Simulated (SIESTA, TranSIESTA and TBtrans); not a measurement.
Run with TranSIESTA and TBtrans (open boundaries, self-consistent; PseudoDojo norm-conserving potentials, scalar-relativistic): Spin polarized, PAO.BasisSize DZP, PAO.EnergyShift 0.15 eV, XC.Authors PBE, Mesh.Cutoff 200 Ry, ElectronicTemperature 300 K, TS.Voltage 0.0 eV, TBT.Elecs.Eta 0.001 eV.

System: Ir chain bridged by a linear C6 unit along the axis. Leads: straight Ir chain, spacing 2.3 Å. Geometry: 8 atoms about the centre moved by SIESTA (PBE, DZP) to a largest force of 0.02 eV/Å, all others as built, motion along the axis alone. Transport runs along z; the first 6 and the last 6 of the 26 atoms are the lead cells, repeated to infinity.

```xyz
26
Lattice="9.000 0.000 0.000 0.000 9.000 0.000 0.000 0.000 53.700" Properties=species:S:1:pos:R:3 pbc="F F T"
Ir     4.500     4.500     0.000
Ir     4.500     4.500     2.300
Ir     4.500     4.500     4.600
Ir     4.500     4.500     6.900
Ir     4.500     4.500     9.200
Ir     4.500     4.500    11.500
Ir     4.500     4.500    13.800
Ir     4.500     4.500    16.100
Ir     4.500     4.500    18.400
Ir     4.500     4.500    20.658
C      4.500     4.500    22.467
C      4.500     4.500    23.760
C      4.500     4.500    25.058
C      4.500     4.500    26.342
C      4.500     4.500    27.640
C      4.500     4.500    28.933
Ir     4.500     4.500    30.741
Ir     4.500     4.500    33.000
Ir     4.500     4.500    35.300
Ir     4.500     4.500    37.600
Ir     4.500     4.500    39.900
Ir     4.500     4.500    42.200
Ir     4.500     4.500    44.500
Ir     4.500     4.500    46.800
Ir     4.500     4.500    49.100
Ir     4.500     4.500    51.400
```
Starting moments (μB): atom 7 +1, atom 8 +1, atom 9 +1, atom 10 +1, atom 17 +1, atom 18 +1, atom 19 +1, atom 20 +1; lead atoms +1 (left) and +1 (right).

Task: Predict: conductance at 300 K (G0 = 2e²/h); mean T from −0.5 to 0.5 eV.

Result: conductance at 300 K (G0 = 2e²/h): 1.99; mean T from −0.5 to 0.5 eV: 1.98. The magnetic order of the leads was set by the start, and no other order was tried; the separate lead runs end at 0.77 (left) and 0.77 (right) μB an atom. The straight chain is held at its spacing; free chains may zigzag or dimerise. Spin-orbit coupling, left out here, matters for the heavy atoms.
